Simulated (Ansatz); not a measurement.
**B2O3 (model structure, started from the Al2S3 type, Cc, No. 9, 10 atoms in the cell): properties by level of theory**

```tsv
level (code)	cohesive energy (eV/atom)	band gap (eV)
LDA (Ansatz)	7.81	7.84
PBEsol (Ansatz)	7.09	7.60
r²SCAN (Ansatz)	6.64	8.54
r²SCAN+rVV10 (Ansatz)	6.74	8.55
```

Computed values are for a static lattice.  Each level is taken at its own relaxed cell. Cutoffs differ between the levels. Ansatz's density-functional and Hartree–Fock values are scalar-relativistic unless marked +SOC, with PAW data made under PBE.

Ansatz's density-functional and Hartree–Fock values are scalar-relativistic unless marked +SOC, with PAW data made under PBE.

Unless a cell is named, each level is at its own relaxed cell (LDA 7.00, PBEsol 7.20, r²SCAN 7.18, r²SCAN+rVV10 7.12 Å³/atom).

Free atoms are spin-polarised, in the lowest state found; at levels without +SOC their spin–orbit coupling is left out.

The computed numbers hold no vibrational or temperature effects.

A model structure was made by putting elements into a prototype or built by hand; it is no filed structure, need not be a known phase, and can be a saddle point held by its symmetry.

Ansatz is a quantum-chemistry and plane-wave program.
